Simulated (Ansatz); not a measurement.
System: CrBr2 (C2/m, No. 12; cell taken from a computed entry). Method: PBEsol in Ansatz (PAW).

Run with plane-wave cutoff 520 eV, 10×10×6 k mesh (along the axes of the cell as run), Fermi–Dirac smearing 0.01 eV, spin-polarised start, scalar-relativistic PAW data made under PBE.

Computed at the level's own relaxed cell.

Task: What does this level give for the band gap and Γ–Γ gap?

Result: 
band gap: 0.27 eV (on the SCF k mesh)
Γ–Γ gap: 0.99 eV

Note: the magnetic order was assumed, not searched for or taken from measurement; the relaxation could not lower the start's symmetry, so the cell can be a saddle point above a distorted one; the cell has widely spaced layers and the level no dispersion term, so their spacing and the moduli can rest on weak binding.

Spin–orbit coupling is not included.

Static lattice: no zero-point or thermal effects.

The result took very roughly 9 core-minutes.

Ansatz is a quantum-chemistry and plane-wave program.
